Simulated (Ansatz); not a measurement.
C11b MoSi₂ was calculated with PBEsol in Ansatz (plane waves, PAW).

The input as run:

Ansatz 0.2 input:
```yaml
crystal:
  lattice:
    - [-1.6161264591, 1.6161264591, 3.9617048441]
    - [1.6161264591, -1.6161264591, 3.9617048441]
    - [1.6161264591, 1.6161264591, -3.9617048441]
  atoms:
    - { symbol: Si, position: [0.664898068, 0.664898068, 0.0] }
    - { symbol: Si, position: [0.335101932, 0.335101932, 0.0] }
    - { symbol: Mo, position: [0.0, 0.0, 0.0] }
basis:
  ecutwfc: 520
  ecutrho_ratio: 4
  xc_grid: 2
kpoints:
  mp_grid: { grid: [24, 24, 24] }
hamiltonian:
  xc: pbesol
  dispersion: none
  pseudopotentials: { kind: paw }
scf:
  occupations: { method: fermi_dirac, width: 0.05 }
output:
  forces: true
  stress: true
  eigenvalues: true
relax:
  f_tol: 0.004
  escape_saddle: false
  max_steps: 80
  cell: { stress_tol: 0.02, fix: [volume] }
```

Output (set-up and result lines):

```
Relaxation: its limit of steps is 80 (relax.max_steps)
Crystal: 3 atoms, lattice volume = 41.390 Å³
Basis set: ecut = 520 eV, 1083 PW (Γ), FFT grids on a1+a3, a2+a3, a3, exchange–correlation on 50×50×72 points (8 copies of the dense FFT grid, shifted against one another)
Bands: 15, of which v1, the nominal top of the filled ones, is band 11 counted from 1 (10 counted from 0)
Symmetry: 16 space group operations
Space group: I4/mmm (ITA 139), of the structure as read, at distance tolerance 3.5e-5 Å
k-points: 1063 of 13824
Functional: x = pbesol(κ = 0.804, μ = 0.12345679012345678), c = pbesol(β = 0.046)
SCF iter   1: F=—  HF=-6142.228851 eV  |F-HF|=—  |Δ(HF+E_count)|=         —  Δρ=5.01e-3  dr2=7.02e-3
SCF iter   2: F=—  HF=-6142.227714 eV  |F-HF|=—  |Δ(HF+E_count)|=   1.14e-3  Δρ=2.46e-3  dr2=1.47e-3
  ...
SCF 1 converged in 6 iterations: F = -6142.227403 eV  dr2 = 2.51e-9
Crystal: 3 atoms, lattice volume = 41.390 Å³
Initial density: handed on by an earlier stage of this run
SCF 2 converged in 4 iterations: F = -6142.227992 eV  dr2 = 6.39e-8
Crystal: 3 atoms, lattice volume = 41.390 Å³
SCF 3 converged in 4 iterations: F = -6142.228055 eV  dr2 = 9.10e-9
Crystal: 3 atoms, lattice volume = 41.390 Å³
SCF 4 converged in 4 iterations: F = -6142.228060 eV  dr2 = 8.80e-10
Crystal: 3 atoms, lattice volume = 41.390 Å³
SCF iter   4: F=—  HF=-6142.228059 eV  |F-HF|=—  |Δ(HF+E_count)|=  1.27e-11  Δρ=3.32e-7  dr2=8.58e-12
SCF iter   5: F=-6142.228059 eV  HF=-6142.228059 eV  |F-HF|=9.09e-13  |Δ(HF+E_count)|=  9.09e-12  Δρ=5.44e-8  dr2=1.42e-12
SCF 5 converged in 5 iterations: F = -6142.228059 eV  dr2 = 1.42e-12
SCF converged after 5 iterations
Free energy (F): -6142.228059 eV
Internal energy: -6142.225960 eV  (E = F + TS)
E sigma→0 (E₀):  -6142.227009 eV
Fermi energy:    15.339929 eV
--- Forces (eV/Å), atoms counted from 1 ---
  atom   1  Si     0.00000000     0.00000000    -0.00051797
  atom   2  Si     0.00000000     0.00000000     0.00051797
  atom   3  Mo    -0.00000000    -0.00000000     0.00000000
--- Stress (GPa, compression-positive) ---
       -7.862807       0.000000       0.000000
        0.000000      -7.862807       0.000000
       -0.000000       0.000000      -7.865151
  P = ⅓ Tr σ = -7.8636 GPa (-78.636 kbar)
```

The cell is one volume of an energy–volume scan, off the minimum.

The PAW data were made under PBE.

Ansatz is a first-principles code.
